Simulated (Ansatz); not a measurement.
Reference: ScTe (P6_3/mmc), PBEsol, DFPT electron-phonon coupling, linearised Boltzmann equation (plane waves, PAW, scalar-relativistic; Ansatz, a program for electronic structure); geometry: relaxed with this functional, without spin-orbit coupling.

```cif
data_Sc2Te2
_chemical_formula_sum 'Sc2 Te2'
_space_group_name_H-M_alt 'P 1'
_space_group_IT_number 1
_cell_length_a 4.04307
_cell_length_b 4.04307
_cell_length_c 6.93559
_cell_angle_alpha 90.000
_cell_angle_beta 90.000
_cell_angle_gamma 120.000
loop_
_space_group_symop_operation_xyz
  'x, y, z'
loop_
_atom_site_label
_atom_site_type_symbol
_atom_site_fract_x
_atom_site_fract_y
_atom_site_fract_z
_atom_site_occupancy
Sc1 Sc 0.00000 0.00000 0.00000 1
Sc2 Sc 0.00000 0.00000 0.50000 1
Te1 Te 0.33333 0.66667 0.25000 1
Te2 Te 0.66667 0.33333 0.75000 1
```

* **resistivity at 300 K**: 48 μΩ·cm

Task: Replace Sc by Pd on the same sites and relax. What happens?

Result: PdTe (P6_3/mmc): volume per atom 24.5 to 21.0 Å³; resistivity at 300 K falls (48 μΩ·cm to 23 μΩ·cm).

Task: Swap Sc for Ni, keeping the structure type. How do these values move?

Result: NiTe (P6_3/mmc): volume per atom 24.5 to 17.7 Å³; resistivity at 300 K falls (48 μΩ·cm to 17.6 μΩ·cm).

Task: Swap Sc for Rh, keeping the structure type. How do these values move?

Result: RhTe (P6_3/mmc): volume per atom 24.5 to 19.5 Å³; resistivity at 300 K falls (48 μΩ·cm to 22 μΩ·cm).

Moves up to 14 % count as about the same. Metals; harmonic phonons alone scatter; means over directions. Halving the electron mesh moves these values by up to 10 %; q meshes are mostly untested. Some of the runs warned that the eigensolver left states short of its tolerance. Spin-orbit coupling is left out.

Formula and space group known from diffraction (Crystallography Open Database), not checked to be the room-temperature form: PdTe (P6_3/mmc), RhTe (P6_3/mmc), ScTe (P6_3/mmc). Computed structure with no diffraction record at hand here (it may be known, metastable or hypothetical): NiTe (P6_3/mmc). Treated as nonmagnetic (a ferromagnetic start lost its moment, other orders weren't tried): NiTe (P6_3/mmc).
